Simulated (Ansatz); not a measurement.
The starting structures come from a database of crystals and need not be the phases stable at ambient conditions.

 Where the default PAW files enter, the runs use the earlier of Ansatz's two default sets.

By LDA, the system below comes out a metal.

A figure of merit of an interconnect metal is its ballistic conductance per area.

Here is the system:

```xyz
4
Lattice="3.9546 0.0000 0.0000 0.0000 5.7739 0.0000 0.0000 -1.5882 3.9772" Properties=species:S:1:pos:R:3 pbc="T T T"
Y      2.9660     2.8052     3.4259
Y      0.9887     1.3805     0.5513
Ge     2.9660     0.0463     2.3242
Ge     0.9887     4.1394     1.6530
```

Space group of this cell: Cmcm. The cell is taken as given; by LDA its mean pressure is -4.8 GPa.

The current flows along the normal of the first two printed cell vectors. No spin-orbit coupling; the value is a mean over 0.1 eV about the Fermi level.

**Question.** State the ballistic conductance per area according to Ansatz (a program for electronic structure) with LDA.

**Answer.** 0.20 × 10¹⁵ S/m² for both spins.
